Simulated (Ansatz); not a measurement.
The parent structure is CuI in the zinc blende structure (space group F-43m, No. 216; a = 6.0228 Å). Axes: x, y, z lie along the cube axes.

Modification: tensor shear ε_xy = +0.86 % (engineering shear γ = 0.0172); the atoms relax in the strained cell.

Level of theory: r2SCAN (Ansatz, a quantum-chemistry and plane-wave program; PAW; 500 eV plane waves; no spin-orbit coupling).

### Question
Give the band edges at the high-symmetry points of the new zone, measured from its valence-band maximum.

### Answer
```json
[
 {"point": "Γ", "valence edge (eV)": "0.00", "conduction edge (eV)": "1.66"},
 {"point": "X", "valence edge (eV)": "-1.56", "conduction edge (eV)": "2.84"},
 {"point": "F₂", "valence edge (eV)": "-1.32", "conduction edge (eV)": "3.25"},
 {"point": "Σ₀", "valence edge (eV)": "-1.32", "conduction edge (eV)": "3.25"},
 {"point": "Y₀", "valence edge (eV)": "-1.30", "conduction edge (eV)": "3.45"},
 {"point": "U₀", "valence edge (eV)": "-1.30", "conduction edge (eV)": "3.45"},
 {"point": "R", "valence edge (eV)": "-0.73", "conduction edge (eV)": "2.50"},
 {"point": "W", "valence edge (eV)": "-1.32", "conduction edge (eV)": "4.86"},
 {"point": "S", "valence edge (eV)": "-0.73", "conduction edge (eV)": "2.62"},
 {"point": "T", "valence edge (eV)": "-1.57", "conduction edge (eV)": "2.89"}
]
```

The gap is 1.66 eV, direct at Γ.

Spin-orbit coupling, missing from the scalar runs, can matter with I. Stability against distortions was not tested. All final runs are without spin polarisation. Labels are those of the standard path for the cell's own space group.
